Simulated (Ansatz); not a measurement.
Consider KI in the rock salt structure (space group Fm-3m, No. 225; a = 7.0056 Å). Axes: x, y, z lie along the cube axes.

Now apply this change: tensile biaxial strain of 2.08 % in the plane normal to [111], as in epitaxy on a mismatched substrate; the out-of-plane cell vector and the atoms relax.

The values are results of PBEsol, PAW, 420 eV (Ansatz, an electronic-structure program; without spin-orbit coupling), not measurements.

Give the band edges at the high-symmetry points of the new zone, measured from its valence-band maximum.


| point | valence edge (eV) | conduction edge (eV) |
|---|---|---|
| Γ | 0.00 | 3.75 |
| T | -0.50 | 5.28 |
| H₂ | -0.70 | 6.27 |
| H₀ | -0.70 | 6.27 |
| L | -0.35 | 5.34 |
| S₀ | -0.41 | 5.40 |
| S₂ | -0.41 | 5.40 |
| F | -0.40 | 4.74 |

The gap is 3.75 eV, direct at Γ.

Spin-orbit coupling, missing from the scalar runs, can matter with I. Whether these cells are dynamically stable was not tested. k-point labels follow each cell's own Brillouin zone.
